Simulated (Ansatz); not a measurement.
System: interstitial N in alpha quartz (charge state -1). The step: several atoms move together, N the farthest; the atom moves 1.94 Å along (-0.15, 0.14, 0.27) of the unit cell; at the start the N atom holds a host O site and a host atom stands off its site; at the end the N atom holds a host O site and a host atom stands off its site; the moving atom starts with neighbours O at 1.58; Si at 1.69, Si at 1.81 Å and ends with O at 1.56; Si at 1.67, Si at 1.77 Å. DFT values are from Ansatz (plane-wave PAW, 420 eV unless said) in a cell of 72 host sites, spin-restricted, static, with no finite-size correction. The charge state is imposed; whether it is stable for some Fermi level was not computed. Sites that were not tried may lie lower. For the PBE band: the check of the saddle point's order was inconclusive.

```
Level                                                                      Forward barrier (eV)  Cost of the band or of the saddle's single point
-------------------------------------------------------------------------  --------------------  ------------------------------------------------
PBE, the Γ point alone, band relaxed                                                       1.68                           roughly 40 core-minutes
PBE, a 2×2×2 k-point mesh shifted by half a step along c, same geometries                  1.68                   around 2.4 core-minutes (rough)
r2SCAN at 500 eV, the Γ point alone, same geometries                                       1.78                           roughly 80 core-seconds
HSE06, Γ point alone, same geometries                                                       [?]                     around 5 core-minutes (rough)
```

Q: What belongs in the gaps?

A: 
- HSE06, Γ point alone, same geometries, Forward barrier (eV): 1.95

Ansatz is a first-principles code.
